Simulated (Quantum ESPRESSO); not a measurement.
Sensitivity of a calculation on SbW₂O₈ (P2/c, 22 atoms in the cell) to its settings

```
CELL_PARAMETERS angstrom
      5.14118     0.00000     0.00000
      0.00000     5.83857     0.00000
     -4.72840     0.00000     9.81061
ATOMIC_POSITIONS crystal
  Sb 0.50000 0.34642 0.25000
  Sb 0.50000 0.65358 0.75000
  W  0.72811 0.16786 0.99226
  W  0.27189 0.83214 0.00774
  W  0.27189 0.16786 0.50774
  W  0.72811 0.83214 0.49226
  O  0.27681 0.35766 0.37231
  O  0.72319 0.64234 0.62769
  O  0.72319 0.35766 0.12769
  O  0.27681 0.64234 0.87231
  O  0.83540 0.89070 0.90180
  O  0.16460 0.10930 0.09820
  O  0.16460 0.89070 0.59820
  O  0.83540 0.10930 0.40180
  O  0.74362 0.60911 0.37444
  O  0.25638 0.39089 0.62556
  O  0.25638 0.60911 0.12556
  O  0.74362 0.39089 0.87444
  O  0.33955 0.90268 0.39164
  O  0.66045 0.09732 0.60836
  O  0.66045 0.90268 0.10836
  O  0.33955 0.09732 0.89164
```

Base run A: LDA (PZ), GBRV 1.5 ultrasoft (LDA) pseudopotentials (Quantum ESPRESSO 7.5), self-consistent single point.

Its settings: ecutwfc = 40 Ry; ecutrho = 320 Ry; occupations = smearing; smearing = gaussian; degauss = 0.0073499 Ry; potentials = {Sb: sb_lda_v1.4.uspp.F.UPF, W: w_lda_v1.2.uspp.F.UPF, O: o_lda_v1.2.uspp.F.UPF}; K_POINTS = automatic 4 3 2 0 0 0; conv_thr = 1e-11 Ry; mixing_beta = 0.3.

The starting cell comes from a database of computed structures (which also holds hypothetical and non-ambient phases and stackings), without a prior relaxation at this level. Spin polarisation is off. In the base run, with a pressure of about -14 GPa the cell is away from its equilibrium volume at this level. In the base run, forces exceed 1 eV/Å. Without a gap this mesh is coarse (it stands for a supercell whose shortest vector is 18 Å).

ΔF is the free energy per atom less that of run A. 

```tsv
run	change	ΔF (meV/atom)	pressure (GPa)	largest force (eV/Å)	k-points
A	base	0.00	-14.02	1.354	12
B	conv_thr: 1e-11 Ry → 7.3e-14 Ry	0.00	-14.02	1.354	12
C	nosym: default → true	0.00	-14.02	1.354	14
D	nbnd: default → 95	0.00	-14.02	1.354	12
E	ecutrho: 320 Ry → 80 Ry	-17.4	-12.90	1.358	12
F	diagonalization: default → rmm-paro	0.00	-14.02	1.354	12
G	conv_thr: 1e-11 Ry → default	0.00	-14.02	1.354	12
H	mixing_beta: 0.3 → 0.05	0.00	-14.02	1.354	12
```

Run D against A: The free energy hardly moves (within 1 meV/atom), the pressure stays at -14.02 GPa and the largest force stays at 1.354 eV/Å.

Run G against A: The free energy is nearly the same (within 1 meV/atom), the pressure stays at -14.02 GPa and the largest force stays at 1.354 eV/Å.
